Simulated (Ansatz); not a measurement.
Take MnCl3 in the ReO3 type structure (space group Pm-3m, No. 221; a = 4.747 Å; ferromagnetic; a hypothetical phase, not in the database extracts checked; relaxed with 0.1 eV smearing) as the base. Axes: x, y, z lie along the cube axes.

(Cell as relaxed with PBE.)

Levels (all Ansatz, a program for electronic structure, PAW): PBE (420 eV, spin-orbit coupling left out); r2SCAN (500 eV, no spin-orbit coupling).

Each level relaxes its own structure.

| base | PBE | r2SCAN |
|---|---|---|
| volume per atom | 26.74 Å³ | 26.61 Å³ |
| lattice parameter a | 4.747 Å | 4.739 Å |
| band gap | zero | zero |
| largest site moment | 3.59 μB | 3.79 μB |

The change: compressive biaxial strain of 0.56 % in the plane normal to [001], as in epitaxy on a mismatched substrate; the out-of-plane cell vector and the atoms relax.

```
quantity                                 PBE         r2SCAN
-----------------------------  -------------  -------------
magnetic state                 ferromagnetic  ferromagnetic
shortest interatomic distance        2.360 Å        2.356 Å
```

PBE's shortest interatomic distance lies 0.004 Å above r2SCAN's (0.2 %); the two agree on the magnetic state. Neither level is exact; r2SCAN is the comparison here, not a measurement.

Stability against distortions was not tested. No Hubbard U is applied and the magnetic state is the run's own (MnCl3 ferromagnetic); other magnetic orders, which need larger cells, were not tried and can change the gap.
